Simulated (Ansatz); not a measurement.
**OH on the 1x1 (111) surface of fcc Ir, one in a 2x2 cell, started at the site 'hollow Ir-Ir-Ir over Ir at depth 2.2 Å'**

All values below come from r2SCAN, at the PBE geometry (plane waves to 500 eV, PAW; Ansatz, an electronic-structure program).

Model: 18-atom slab, 6.6 Å thick at the start under the adsorbate (thin: gaps and levels are the slab's own), 6x6x1 mesh, Fermi-Dirac 0.1 eV, dipole correction, single point; on the structure that PBE left under its start's symmetry; no spin, no spin-orbit, no U, no dispersion correction. At the end it is bonded to 2 Ir. In PBE it is, or lies within 0.03 eV of, the lowest of the starts that converged; the order may differ at this level.

```
Quantity                                                                                                                                                          Result
--------------------------------------------------------------------------------------  --------------------------------------------------------------------------------
adsorption energy against H2O(g) − ½ H2(g) at the same level                                                                                                     0.44 eV
work function of the top face                                                                                                                                    4.98 eV
change of the work function                                                                                                                                     -0.56 eV
change of the step from the bottom to the top vacuum level, against the clean slab                                                                              -0.58 eV
height of the binding atom over the mean of the host atoms within 0.3 Å of the top one                                                                           1.756 Å
nearest host atoms of the binding atom                                                                                          Ir at 2.18 Å, Ir at 2.18 Å, Ir at 3.00 Å
caution                                                                                 the clean host was not checked against rearrangement in a larger or rattled cell
note                                                                                                     in the relaxation the adsorbate left its starting site by 0.8 Å
cost                                                                                                                                         very roughly 8 core-minutes
```

A negative adsorption energy means that the adsorbate is more stable on the surface than in its reference.
